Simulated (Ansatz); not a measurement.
N on the 1x1 (100) surface of monoclinic ZrO2 (cut with top plane 2 O), one in a 1x1 cell, energies for each (28.2 Å²). Energies are against ½ N2(g), without zero-point or thermal terms; each row is named by its start.

Host crystal: monoclinic ZrO2, with a band gap (PBE, scalar-relativistic without spin-orbit coupling).

Level of theory: PBE (plane waves to 420 eV, PAW; Ansatz, a program for electronic structure).

Model: 25-atom slab, 9.4 Å thick at the start under the adsorbate (thin: gaps and levels are the slab's own), 4x4x1 mesh, Fermi-Dirac 0.01 eV, dipole correction, 12 atoms held, the rest relaxed; each run with such symmetry as its start has; spin-polarised, no spin-orbit, no U, no dispersion correction.

A negative adsorption energy means that the adsorbate is more stable on the surface than in its reference. Starts that drift may end in the same place. Heights count from the host atoms within 0.3 Å of the top one.

```csv
starting site,E_ads (eV),height (Å),nearest host atom (Å),bonded to,change of the vacuum step (eV),lateral drift (Å),moment (μB)
top O (the adsorbate paired with a surface O atom),3.44,0.46,O 1.37,O + Zr,0.38,1.6,1.0
over Zr at depth 1.1 Å,5.09,0.73,Zr 2.51,Zr,0.00,1.8,3.0
hollow O-O-O,5.09,0.73,O 2.50,Zr,0.00,0.9,3.0
hollow O-O-O over O at depth 6.9 Å,5.08,0.73,O 2.50,Zr,0.00,0.4,3.0
bridge O-O (span 5.2 Å),5.09,0.74,Zr 2.52,Zr,-0.01,1.0,3.0
bridge O-O (span 5.4 Å),5.09,0.73,O 2.51,Zr,0.00,0.5,3.0
```
